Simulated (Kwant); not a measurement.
Model system: stadium cavity between two wires in a InAs two-dimensional gas. Effective mass 0.023 mₑ, grid spacing 12 nm, hard walls, nominal width 150 nm (13 grid rows, so walls 168 nm apart), one parabolic valley, scattering region 910 nm long along x; energies count from the band bottom; Fermi energy swept from 0.0005813 to 0.0087195 eV. Cavity of radius 190 nm, straight part 190 nm, centre moved sideways by 76 nm.

The device is made up for the run: typed textbook-type constants, with dimensions and the other settings drawn at random.

Computed with Kwant: effective-mass tight-binding model on a square grid, one spin, coherent transport at 0 K. Conductance is in e²/h.

How many channels do the leads carry at E = 3.18, 5.92, 6.12 meV?

The hard-wall thresholds are n² ħ²π²/(2mW²) = n² × 0.579 meV with W = 168 nm. √(3.18/0.579) = 2.34, so 2. √(5.92/0.579) = 3.20, so 3. √(6.12/0.579) = 3.25, so 3.
